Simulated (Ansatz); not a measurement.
Band structure of RbBr (Fm-3m, 2 atoms in the cell).

```
CELL_PARAMETERS angstrom
      0.00000     3.44500     3.44500
      3.44500     0.00000     3.44500
      3.44500     3.44500     0.00000
ATOMIC_POSITIONS crystal
  Rb 0.00000 0.00000 0.00000
  Br 0.50000 0.50000 0.50000
```

Method: PBE (plane waves, PAW; Ansatz, a first-principles code).

Settings: basis.ecutwfc = 420 eV; kpoints.mp_grid.grid = 8 8 8; hamiltonian.xc = pbe; hamiltonian.pseudopotentials = {kind: paw} (the program's default PAW files); scf.occupations.method = fermi_dirac; scf.occupations.width = 0.02 eV; kpoints.band_path.npoints = 8.

The starting cell has typed, rounded lattice constants, without a prior relaxation at this level.

Predict the gap along the standard path and the places of the band edges.

The gap along the path is 4.33 eV, direct at Γ to within 0.01 eV.

Levels in eV from the top of the valence band on the path, bands 5 to 11:
| point | 5 | 6 | 7 | 8 | 9 | 10 | 11 |
|---|---|---|---|---|---|---|---|
| Γ | -8.52 | 0.00 | 0.00 | 0.00 | 4.33 | 7.28 | 7.28 |
| X | -8.59 | -0.47 | -0.16 | -0.16 | 5.63 | 7.07 | 9.12 |
| W | -8.50 | -0.48 | -0.34 | -0.34 | 7.07 | 7.07 | 8.20 |
| K | -8.55 | -0.48 | -0.41 | -0.26 | 6.34 | 8.05 | 8.11 |
| L | -8.48 | -0.96 | -0.34 | -0.34 | 6.77 | 7.66 | 9.44 |
| U | -8.55 | -0.48 | -0.41 | -0.26 | 6.34 | 8.05 | 8.11 |

Keys are those of Ansatz 0.2.
